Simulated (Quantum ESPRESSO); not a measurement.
Convergence test for GaP (F-43m, 2 atoms in the cell)

```
CELL_PARAMETERS angstrom
     -2.68274     0.00000     2.68274
      0.00000     2.68274     2.68274
     -2.68274     2.68274     0.00000
ATOMIC_POSITIONS crystal
  Ga 0.00000 0.00000 0.00000
  P  0.25000 0.25000 0.25000
```

Method of the run: PBE, PseudoDojo standard norm-conserving (PBE) pseudopotentials (plane waves; Quantum ESPRESSO 7.5).

The starting cell comes from a database of computed structures (which also holds hypothetical and non-ambient phases and stackings), without a prior relaxation at this level. Its lattice was rescaled by a random factor within 2.5 % of one. In the base run, with a pressure of about 7 GPa the cell is away from its equilibrium volume at this level.

Held fixed: ecutwfc = 80 Ry; occupations = fixed; potentials = {Ga: Ga.upf, P: P.upf}; K_POINTS = automatic 6 6 6 0 0 0; nbnd = 13.

ΔF is the free energy per atom less that of the last row (1e-13 Ry).

| conv_thr | ΔF (meV/atom) | pressure (GPa) | gap on the mesh (eV) | iterations |
|---|---|---|---|---|
| 0.0001 Ry | 0.04 | 7.19 | 1.549 | 4 |
| 1e-05 Ry | 0.00 | 7.21 | 1.548 | 5 |
| 1e-07 Ry | 0.00 | 7.25 | 1.550 | 6 |
| 1e-09 Ry | 0.00 | 7.23 | 1.550 | 8 |
| 1e-11 Ry | 0.00 | 7.24 | 1.550 | 9 |
| 1e-13 Ry | 0.00 | 7.24 | 1.550 | 11 |

Gap on the mesh within 0.02 eV of the last row: from conv_thr = 0.0001 Ry on, the coarsest one. The value it settles on is 1.550 eV at this level of theory and with the other settings as held.

Energy within 5 meV/atom of the last row: from conv_thr = 0.0001 Ry on, the coarsest one.

Gaps are taken between levels on the mesh.

Left out of this page: 1 run of the series outside the window shown, repeating another row's setting, or not comparable.
